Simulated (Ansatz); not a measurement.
Start from InAs in the zinc blende structure (space group F-43m, No. 216; a = 6.186 Å). Axes: x, y, z lie along the cube axes.

Calculations: PBE/PAW in Ansatz (a program for electronic structure), no spin-orbit coupling.

Modification: every lattice vector is stretched by 1.50 %; the atoms relax in the strained cell.

Problem. Predict the stress tensor and what it implies for the stiffness.

Solution. Stress of the strained cell less that of the base (GPa, compression positive):
```
   -1.9     0.0     0.0
    0.0    -1.9     0.0
    0.0     0.0    -1.9
```

Then B = −ΔP/(ΔV/V₀) with ΔV/V₀ = 0.0457 gives secant stiffness values (nonlinear terms included at this strain): B ≈ 43 GPa.

As a check, the harmonic strain energy −½ V₀ Δσ:ε is 8.1 meV/atom; the computed energy rise is 8.5 meV/atom.

Stability against distortions was not tested. The final runs are not spin-polarised.
